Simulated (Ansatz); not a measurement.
System: Y2Hf2O7 (C2/m, No. 12, 11 atoms in the cell; start mp-1101177). Method: PBEsol (Ansatz, a program for electronic structure, PAW).

Run with plane-wave cutoff 520 eV, 6×6×6 k mesh, Fermi–Dirac smearing 0.01 eV, scalar-relativistic PAW data made under PBE.

Cell (relaxed with PBEsol):

Hf$_{2}$Y$_{2}$O$_{7}$ is taken in the monoclinic space group C2/m (No. 12), Pearson symbol mS22. Cell: a = 6.8575 Å, b = 9.4205 Å, c = 5.5167 Å, α = 90.00°, β = 99.86°, γ = 90.00°. Y on 4g is surrounded by 2 O at 2.185 Å and 4 O at 2.306–2.328 Å. Hf on 4i sees 4 O at 1.940–2.034 Å and 1 O at 2.294 Å (trigonal bipyramidal). O1 on 8j is coordinated by 1 Hf at 1.960 Å and 1 Y at 2.185 Å and 1 Y at 2.306 Å (trigonal planar). O2 on 4i has 1 Hf at 2.034 Å and 1 Hf at 2.294 Å and 2 Y at 2.328 Å. O3 on 2c sees 2 Hf at 1.940 Å (linear). (Neighbours: up to the widest gap in distance over summed covalent radii, below 1.35, at either atom; cation-cation and far metal-metal contacts left out.)
(The calculation used a cell of 11 atoms; values per cell refer to that cell.)

Question: Give the computed band gap and smallest direct gap on the k points sampled.

Answer: 
- band gap: 4.33 eV
- smallest direct gap on the k points sampled: 4.49 eV

Spin–orbit coupling is not included.

A start named mp-… is a Materials Project structure, which need not be a measured phase.
